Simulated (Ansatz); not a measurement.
In2O3 (Pbcn, No. 60, 20 atoms in the cell; start mp-1105681; a measured phase of this formula has another space group) was calculated with r²SCAN+SOC (PAW; Ansatz, a quantum-chemistry and plane-wave program).

Numerical settings: plane-wave cutoff 560 eV, 4×6×6 k mesh (along the axes of the cell as run), Fermi–Dirac smearing 0.01 eV, PAW data made under PBE.

Cell (relaxed with PBEsol):

```yaml
crystal:
  lattice:
    - [7.97178, 0.00000, 0.00000]
    - [0.00000, 5.52150, 0.00000]
    - [0.00000, 0.00000, 5.60906]
  atoms:
    - { symbol: In, position: [0.11491, 0.24768, 0.52844] }
    - { symbol: In, position: [0.88509, 0.75232, 0.47156] }
    - { symbol: In, position: [0.38509, 0.25232, 0.02844] }
    - { symbol: In, position: [0.61491, 0.74768, 0.97156] }
    - { symbol: In, position: [0.61491, 0.25232, 0.47156] }
    - { symbol: In, position: [0.38509, 0.74768, 0.52844] }
    - { symbol: In, position: [0.88509, 0.24768, 0.97156] }
    - { symbol: In, position: [0.11491, 0.75232, 0.02844] }
    - { symbol: O, position: [0.84964, 0.38991, 0.60443] }
    - { symbol: O, position: [0.15036, 0.61009, 0.39557] }
    - { symbol: O, position: [0.65036, 0.11009, 0.10443] }
    - { symbol: O, position: [0.34964, 0.88991, 0.89557] }
    - { symbol: O, position: [0.34964, 0.11009, 0.39557] }
    - { symbol: O, position: [0.65036, 0.88991, 0.60443] }
    - { symbol: O, position: [0.15036, 0.38991, 0.89557] }
    - { symbol: O, position: [0.84964, 0.61009, 0.10443] }
    - { symbol: O, position: [0.00000, 0.95805, 0.75000] }
    - { symbol: O, position: [0.00000, 0.04195, 0.25000] }
    - { symbol: O, position: [0.50000, 0.54195, 0.25000] }
    - { symbol: O, position: [0.50000, 0.45805, 0.75000] }
```

### Question
Give the computed band gap.

### Answer

band gap: 1.58 eV (direct)

Note: cell and atoms aren't relaxed at this level (largest force component 0.05 eV/Å).

Static lattice: no zero-point or thermal effects.

The result took around 100 core-minutes (rough).

A start named mp-… is a Materials Project structure, which need not be a measured phase.
